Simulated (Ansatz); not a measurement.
The reference is Te in the diamond structure (space group Fd-3m, No. 227; a = 7.0606 Å; a hypothetical phase, not in the database extracts checked; relaxed with 0.1 eV smearing). Axes: x, y, z lie along the cube axes.

Level of theory: PBEsol in Ansatz (plane waves to 420 eV, PAW, no SOC).

For the base:

The pressure is 0.0 GPa and the band gap is zero. The shortest interatomic distance comes out as 305.7 pm.

Perturbation: uniaxial strain ε_yy = +1.14 %, all other strain components held at zero, atoms relaxed at fixed cell.

Problem. Estimate the effect on the energy relative to the base, pressure, band gap and shortest interatomic distance.

Solution. The energy increases by 0.4 meV/atom; the pressure (mean of the normal stresses, compression positive) goes from zero to -0.3 GPa; the band gap is still zero; the shortest interatomic distance grows by 1.2 pm (305.7 pm → 306.9 pm).

Whether these cells are dynamically stable was not tested.

Ansatz is a quantum-chemistry and plane-wave program.
